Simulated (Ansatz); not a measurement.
The parent structure is Cs in the bcc (W type) structure (space group Im-3m, No. 229; a = 6.275 Å).

Structures relaxed with r2SCAN/PAW in Ansatz (a program for electronic structure), without spin-orbit coupling.

Base:

Simulated powder pattern, Co Kα, λ = 1.79026 Å (kinematic, ideal powder, no thermal factors, no anomalous dispersion; the 10 strongest lines at most, above 2 %, up to 2θ = 90°):

| 2θ (°) | I/Imax (%) | hkl |
|---|---|---|
| 23.28 | 100 | (110) |
| 33.15 | 21 | (200) |
| 40.90 | 47 | (211) |
| 47.59 | 15 | (220) |
| 53.63 | 21 | (310) |
| 64.52 | 25 | (321) |
| 74.49 | 12 | (411) |
| 79.28 | 7.1 | (420) |
| 83.99 | 6.3 | (332) |
| 88.66 | 5.7 | (422) |

It is then changed as follows: every lattice vector is stretched by 2.48 %, atoms relaxed at fixed cell.

Task: Predict the new powder pattern.

Result: 
Simulated powder pattern, Co Kα, λ = 1.79026 Å (kinematic, ideal powder, no thermal factors, no anomalous dispersion; the 10 strongest lines at most, above 2 %, up to 2θ = 90°):

```
2θ (°)  d (Å)  I/Imax (%)    hkl
------  -----  ----------  -----
22.71   4.547         100  (110)
32.33   3.215          21  (200)
39.87   2.625          47  (211)
46.37   2.274          15  (220)
52.23   2.034          22  (310)
62.77   1.719          25  (321)
72.39   1.516          13  (411)
77.00   1.438         7.2  (420)
81.52   1.371         6.3  (332)
85.99   1.313         5.6  (422)
```

The indices refer to the base's conventional cell; one index is shown for lines that coincide.

The cells carry an imposed strain or load. No phonon test of stability was made. All final runs are without spin polarisation.
